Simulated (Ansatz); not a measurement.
Terminations of the (111) surface of fcc Pd, measured from the surface 'clean 1x1'. Atoms come from or go to: Au: fcc Au, Co: hcp Co, ferromagnetic, Mg: hcp Mg, Mn: fcc-type Mn, layered antiferromagnet, Nb: bcc Nb, Pd: fcc Pd, Ru: hcp Ru, Sb: rhombohedral Sb, Sc: hcp Sc, Ti: hcp Ti. ΔE is the energy of forming the row's surface from that one (negative: more stable at these reservoirs); the vacuum level's shift is aligned on the shared bottom. No zero-point or thermal terms. These are constructed structures in small cells; real faces may alloy, dewet or reconstruct in larger ones, and not all known structures of the face are among them. Slabs of about 11 Å with all that they carry, Fermi-Dirac smearing of 0.1 eV. Bottom of the slabs: a bare face, its two planes held. Relaxed from the named starts with such symmetry as they have, on meshes of like density; energies extrapolated to zero smearing; no spin-orbit coupling, no U. Spin-polarised runs, if any, are marked in brackets, and their order is one that fits the cell; the others ran without spin. A dash marks a value that is undefined for that row (no clear gap, or no work function of a gapped slab) or was not read reliably on its mesh.

These are PBE (plane waves to 420 eV, PAW; Ansatz, an electronic-structure program) values and carry that method's errors.

```
surface                                                                    atoms added per 1x1  ΔE per 1x1 (eV)  shift of the vacuum level (eV)  work function (eV)
------------------------------------------------------------------------  --------------------  ---------------  ------------------------------  ------------------
a pseudomorphic layer of Sc in the host's stacking                                       +1 Sc            -0.09                           -1.14                4.08
a layer of Ti in place of the third plane                                         -1 Pd, +1 Ti            -1.28                            0.10                5.35
a pseudomorphic layer of Au in the host's stacking                                       +1 Au            -0.35                           -0.01                5.21
(√3x√3)R30° surface alloy, Sb on one Pd site of the top plane             -0.333 Pd, +0.333 Sb            -0.82                           -0.52                4.70
a layer of Mg in place of the second plane                                        +1 Mg, -1 Pd            -1.28                           -0.57                4.63
a layer of Co in place of the third plane [spin, 3.1 μB a cell]                   +1 Co, -1 Pd             0.09                            0.01                5.26
a pseudomorphic layer of Ru in the host's stacking                                       +1 Ru       (withheld)                            0.03                5.25
(√3x√3)R30°, one Pd site of the top plane empty                                      -0.333 Pd       (withheld)                           -0.47                4.75
a layer of Nb in place of the third plane                                         +1 Nb, -1 Pd            -0.71                            0.13                5.37
a pseudomorphic layer of Mn in the host's stacking [spin, 4.4 μB a cell]                 +1 Mn             0.26                           -1.03                4.19
a pseudomorphic layer of Sc in the other hollow                                          +1 Sc            -0.11                           -1.14                4.08
one added row of Pd in 4                                                              +0.25 Pd             0.15                           -0.48                4.75
```

Question: Fill in the missing entries.

Answer: 
- a pseudomorphic layer of Ru in the host's stacking, ΔE per 1x1 (eV): 0.92
- (√3x√3)R30°, one Pd site of the top plane empty, ΔE per 1x1 (eV): 0.30
